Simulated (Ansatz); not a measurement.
HoRh2 (Fd-3m, No. 227) was calculated with LDA (PAW; Ansatz, an electronic-structure program).

Numerical settings: plane-wave cutoff 500 eV, 14×14×14 k mesh, Fermi–Dirac smearing 0.1 eV, spin-polarised start, scalar-relativistic PAW data made under PBE.

Computed at the level's own relaxed cell.

Problem. Predict the equilibrium volume per atom and lattice constant a.

Solution. 
- equilibrium volume per atom: 16.54 Å³/atom
- lattice constant a: 7.349 Å

The run finds no gap.

Note: the magnetic order was assumed, not searched for or taken from measurement; the 4f shell is treated without U or exact exchange, so its levels and filling can be wrong.

Spin–orbit coupling is not included.

Static lattice: no zero-point or thermal effects.

The result took roughly 8 core-minutes.
